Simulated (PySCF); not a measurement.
PySCF 2.14.0, PBE0/def2-svp, df: V(NMe)(Cl)2(NMe2) (C[N]=[V]([Cl])([Cl])[N](C)C), 17 atoms. The geometry is a generated start, not checked to be a minimum at this level.

```
Property                      Result
-------------------  ---------------
task                          energy
method                          pbe0
basis                       def2-svp
two-electron scheme  density fitting
mol.max_memory               3000 MB
mf.max_cycle                     100
mf.init_guess        minao (default)
mf.DIIS              CDIIS (default)
mf.conv_tol          1e-09 (default)
mf.grids.level           3 (default)
basis functions                  182
grid points                   217096
```

```xyz
17

V      0.2480     1.1734    -0.1625
N      0.4684     0.4175    -1.5449
C      0.6996    -0.1086    -2.8156
H      1.7356    -0.4634    -2.9044
H      0.0165    -0.9445    -3.0148
H      0.5227     0.6695    -3.5728
Cl     2.0391     1.9664     0.4988
Cl    -1.2260     2.6089    -0.3849
N     -0.2692    -0.0973     0.8961
C     -0.5025     0.3896     2.2277
C     -0.4706    -1.5129     0.7788
H     -1.5139     0.1238     2.5701
H      0.2243    -0.0454     2.9320
H     -0.4041     1.4815     2.2559
H      0.1958    -2.0579     1.4618
H     -1.5076    -1.7818     1.0247
H     -0.2562    -1.8189    -0.2462
```

Charge 0 and multiplicity 1 are set for this test and not shown to be the ground state.

One run each on 2 threads, 1 BLAS thread. Values of diis_space tried: 3, 5, 8 (default), 12, 20.

Task: Predict the course of the Fock builds along this series.

Result: Fewest Fock builds, within one of each other: 8 (default) with 15, 12 with 15, 20 with 15. The count rises to 79 at 3. All converge to one solution.

```
diis_space   Fock builds            end
-----------  -----------  -------------
3                     79  same solution
5                     17  same solution
8 (default)           15  same solution
12                    15  same solution
20                    15  same solution
```
